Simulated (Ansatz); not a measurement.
The reference is Se (space group P3_121, No. 152; a = 4.039 Å, c = 5.120 Å; made of chains). Axes: x lies along a and z along c of the hexagonal cell.

The values are results of PBEsol (Ansatz, an electronic-structure program), no spin-orbit coupling, earlier PAW set, not measurements.

Before the change:

The smallest direct gap is 0.45 eV. The width of the top valence band comes out as 2.58 eV and the volume per atom is 24.11 Å³.

One thing is altered: uniaxial stress, 0.5 GPa compression along z; all other stress components relax to zero.

**Question.** How does this affect the smallest direct gap?

**Answer.** The smallest direct gap increases by 0.086 eV, from 0.45 eV to 0.53 eV.

**Question.** What happens to the width of the top valence band?

**Answer.** The width of the top valence band drops by 0.03 eV (2.58 eV → 2.55 eV).

**Question.** Estimate the effect on the volume per atom.

**Answer.** The volume per atom goes up by 0.03 Å³, from 24.11 Å³ to 24.14 Å³.

Load acts through the strain it causes; cell and atoms are relaxed under it. Stability under load was not tested beyond the relaxation. No dispersion term is included in the PBEsol runs.
